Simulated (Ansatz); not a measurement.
The reference is PbS in the rock salt structure (space group Fm-3m, No. 225).

```
PbS
1.0
    0.00000     2.92251     2.92251
    2.92251     0.00000     2.92251
    2.92251     2.92251     0.00000
Pb S
1 1
Direct
  0.00000   0.00000   0.00000
  0.50000   0.50000   0.50000
```

Cartesian axes are those of the cell as printed.

Calculations: Ansatz (a first-principles code), LDA, PAW, cutoff 420 eV, scalar-relativistic without spin-orbit coupling.

For the base:

| Quantity | Result |
|---|---|
| Band gap | 0.06 eV |
| Pressure | 0.0 GPa |

It is then changed as follows: a pure shear with ε_xy = ε_yx = 0.0171; the atoms relax in the strained cell.

Q: Predict the new band gap, energy relative to the base and pressure.

A: The band gap goes from 0.06 eV to zero; the energy rises by 1.8 meV/atom; the pressure (mean of the normal stresses, compression positive) remains 0.0 GPa.

A case with no gap was solved on a k-mesh chosen for an insulator, which is coarse for it. Spin-orbit coupling, missing from the scalar runs, can matter with Pb. Stability against distortions was not tested. The final runs are not spin-polarised. The zero or small gap of PbS can change with the level of theory.
